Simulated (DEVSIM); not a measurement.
**abrupt Si n-p junction**

Device: abrupt Si n-p junction, at 300 K.

| layer (left to right) | material | thickness (μm) | Nd (cm⁻³) | Na (cm⁻³) | τn (s) | τp (s) |
|---|---|---|---|---|---|---|
| 1 | Si | 22.0 | 2e15 | - | 0.00011 | 0.00011 |
| 2 | Si | 210 | - | 5.8e17 | 0.00011 | 0.00011 |

Left contact: ohmic. Right contact: ohmic. Voltage is applied to the left contact. Recombination: SRH at mid-gap. Mobility is constant in doping.

The device is made up for the run: typed textbook-type constants, with dimensions and the other settings drawn at random. Values at 300 K.

```
parameter           Si
-------------  -------
gap (eV)         1.124
affinity (eV)     4.05
permittivity      11.7
Nc (cm⁻³)      2.86e19
Nv (cm⁻³)       3.1e19
μn (cm²/Vs)       1417
μp (cm²/Vs)        470
```

Model (solved in DEVSIM): 1D drift-diffusion, Boltzmann statistics, complete ionisation; no tunnelling, impact ionisation, image-force lowering or self-heating.

* **Potential step across the device at zero bias**: 0.774 V
* **Largest field in the device at zero bias**: 45000 V/cm
* **Dark forward voltage at 1 A/cm²**: 0.620 V
* **Dark forward voltage at 100 A/cm²**: 0.850 V

Dark forward current:

(V (V), J (A/cm²)): (-0.05, -4.1e-10); (-0.15, -1.8e-8); (-0.25, -8.4e-7); (-0.35, -4.0e-5); (-0.45, -0.0019); (-0.55, -0.088); (-0.65, -2.6); (-0.80, -54); (-0.90, -160); (-1.00, -350); (-1.10, -620); (-1.20, -1000); (-1.30, -1500); (-1.40, -2100)

Dark reverse current:

```csv
V (V),J (A/cm²)
0.04,7.9e-11
0.10,1.3e-10
0.20,1.8e-10
0.30,2.2e-10
0.40,2.6e-10
0.60,3.3e-10
0.80,3.9e-10
1.00,4.5e-10
1.30,5.3e-10
1.60,6.0e-10
2.00,6.9e-10
```
